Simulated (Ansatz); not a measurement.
Electron-phonon data for YIn₃ (Pm-3m)

```yaml
crystal:
  lattice:
    - [4.57051, 0.00000, 0.00000]
    - [0.00000, 4.57051, 0.00000]
    - [0.00000, 0.00000, 4.57051]
  atoms:
    - { symbol: Y, position: [0.00000, 0.00000, 0.00000] }
    - { symbol: In, position: [0.00000, 0.50000, 0.50000] }
    - { symbol: In, position: [0.50000, 0.00000, 0.50000] }
    - { symbol: In, position: [0.50000, 0.50000, 0.00000] }
```

These are PBEsol, DFPT electron-phonon coupling, linearised Boltzmann equation (plane waves, PAW, scalar-relativistic; Ansatz, a quantum-chemistry and plane-wave program) values and carry that method's errors. Cell: relaxed with this functional, without spin-orbit coupling.

- resistivity at 300 K = 12.6 μΩ·cm
- Drude plasma energy = 6.4 eV
- Hall coefficient at 300 K = -31 ×10⁻¹¹ m³/C

A metal at this level (no band gap). Only scattering by harmonic phonons is included (no impurities, grain boundaries, electron-electron scattering or thermal expansion). Spin-orbit coupling is left out. Halving the electron mesh (20x20x20) moves the resistivity by up to 10 % at 300 K. Smearing 0.20 eV; phonons on a 3x3x3 q mesh, which this run doesn't test and which matters most at low temperature.

Formula and space group known from diffraction (Crystallography Open Database), not checked to be the room-temperature form: YIn3 (Pm-3m).
